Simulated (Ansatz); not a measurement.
The parent structure is Be$_{2}$C (space group Fm-3m, No. 225; a = 4.3285 Å).

Computed with Kohn–Sham DFT with the PBE functional, run in Ansatz (a first-principles code) with PAW and 420 eV plane waves, no SOC.

Strains are applied to the cell and any free atomic positions relax.

One change was made to it. Results:

```csv
quantity,base,after
gap character,"indirect, Γ → X","indirect, Γ → X"
band gap,1.17 eV,1.18 eV
energy relative to the base (free energy F),0 meV/atom,+3.9 meV/atom
"hole mass (degenerate bands, along [100])","0.26, 0.26, 0.42 mₑ (at Γ)","0.26, 0.26, 0.43 mₑ (at Γ)"
```

### Question
Which of these changes matches the shifts?
A. isotropic strain −2.50 %
B. isotropic strain −3.00 %
C. isotropic strain −1.00 %

### Answer
C, isotropic strain −1.00 %. For comparison, the energy relative to the base in the other runs: isotropic strain −3.00 % gives +37 meV/atom; isotropic strain −2.50 % gives +25 meV/atom.

Masses are band curvatures over ±0.01 Å⁻¹ around the edge. Whether these cells are dynamically stable was not tested.
